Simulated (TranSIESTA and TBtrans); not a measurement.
System: Al rod with one Ru atom on the axis. Leads: fcc Al rod along [100], layers of 5 and 4 atoms, a = 4.04 Å. Geometry: 13 atoms about the centre moved by SIESTA (PBE, SZP) to a largest force of 0.02 eV/Å, all others as built. Transport runs along z; the first 18 and the last 18 of the 72 atoms are the lead cells, repeated to infinity.

```xyz
72
Lattice="14.213 0.000 0.000 0.000 14.213 0.000 0.000 0.000 32.320" Properties=species:S:1:pos:R:3 pbc="F F T"
Al     7.107     7.107     0.000
Al     9.963     7.107     0.000
Al     7.107     9.963     0.000
Al     4.250     7.107     0.000
Al     7.107     4.250     0.000
Al     8.535     8.535     2.020
Al     5.678     8.535     2.020
Al     8.535     5.678     2.020
Al     5.678     5.678     2.020
Al     7.107     7.107     4.040
Al     9.963     7.107     4.040
Al     7.107     9.963     4.040
Al     4.250     7.107     4.040
Al     7.107     4.250     4.040
Al     8.535     8.535     6.060
Al     5.678     8.535     6.060
Al     8.535     5.678     6.060
Al     5.678     5.678     6.060
Al     7.107     4.250     8.080
Al     4.250     7.107     8.080
Al     7.107     7.107     8.080
Al     9.963     7.107     8.080
Al     7.107     9.963     8.080
Al     5.678     5.678    10.100
Al     8.535     5.678    10.100
Al     5.678     8.535    10.100
Al     8.535     8.535    10.100
Al     7.107     4.250    12.120
Al     4.250     7.107    12.120
Al     7.107     7.107    12.120
Al     9.963     7.107    12.120
Al     7.107     9.963    12.120
Al     5.667     5.667    14.201
Al     8.547     5.667    14.201
Al     5.667     8.547    14.201
Al     8.547     8.547    14.201
Al     7.107     4.300    16.160
Al     4.300     7.107    16.160
Ru     7.107     7.107    16.160
Al     9.914     7.107    16.160
Al     7.107     9.914    16.160
Al     5.667     5.667    18.119
Al     8.547     5.667    18.119
Al     5.667     8.547    18.119
Al     8.547     8.547    18.119
Al     7.107     4.250    20.200
Al     4.250     7.107    20.200
Al     7.107     7.107    20.200
Al     9.963     7.107    20.200
Al     7.107     9.963    20.200
Al     5.678     5.678    22.220
Al     8.535     5.678    22.220
Al     5.678     8.535    22.220
Al     8.535     8.535    22.220
Al     7.107     7.107    24.240
Al     9.963     7.107    24.240
Al     7.107     9.963    24.240
Al     4.250     7.107    24.240
Al     7.107     4.250    24.240
Al     8.535     8.535    26.260
Al     5.678     8.535    26.260
Al     8.535     5.678    26.260
Al     5.678     5.678    26.260
Al     7.107     7.107    28.280
Al     9.963     7.107    28.280
Al     7.107     9.963    28.280
Al     4.250     7.107    28.280
Al     7.107     4.250    28.280
Al     8.535     8.535    30.300
Al     5.678     8.535    30.300
Al     8.535     5.678    30.300
Al     5.678     5.678    30.300
```

Run with TranSIESTA and TBtrans (open boundaries, self-consistent; PseudoDojo norm-conserving potentials, scalar-relativistic): Spin polarized, PAO.BasisSize SZP, PAO.EnergyShift 0.15 eV, XC.Authors PBE, Mesh.Cutoff 150 Ry, ElectronicTemperature 300 K, TS.Voltage 0.0 eV, TBT.Elecs.Eta 0.001 eV.

Energies count from the leads' Fermi level. Transmissions are for each spin. The energy step is 0.02 eV; narrower resonances are cut or missed.

| E (eV) | T up | T down |
|---|---|---|
| -0.20 | 4.52 | 4.52 |
| -0.16 | 4.73 | 4.74 |
| -0.12 | 4.90 | 4.91 |
| -0.08 | 5.04 | 5.04 |
| -0.04 | 5.14 | 5.14 |
| 0.00 | 5.21 | 5.21 |
| 0.04 | 5.26 | 5.26 |
| 0.08 | 5.34 | 5.34 |
| 0.12 | 5.40 | 5.40 |
| 0.16 | 5.44 | 5.44 |
| 0.20 | 5.48 | 5.48 |

### Question
Give the zero-bias conductance in μS and the resistance at 300 K.

### Answer
At the Fermi level the mean of both spins is (5.21 + 5.21)/2 = 5.21. Averaged with −∂f/∂E over the full grid (kT = 25.9 meV) it is 5.20. With G0 = 2e²/h = 77.48 μS, G = 403 μS and R = 1/G = 2.48 kΩ.

### Question
Estimate the current at 0.2 V in linear response, and compare with the self-consistent run.

### Answer
I = G V = 403 μS × 0.2 V = 80.6 μA; the self-consistent run gives 80.2 μA, 1.00 of it. Linear response leaves out the change of T over the bias window and the shift of levels under bias.

Moments were seeded on the central atoms alone, and one start was tried. The leads' channel count changes near 0.03 eV, within the thermal window, so values at the Fermi level hang on where that band edge falls. Moving central atoms between leads that stay as built scatters by itself, most near band edges, so not all of the loss belongs to a defect.
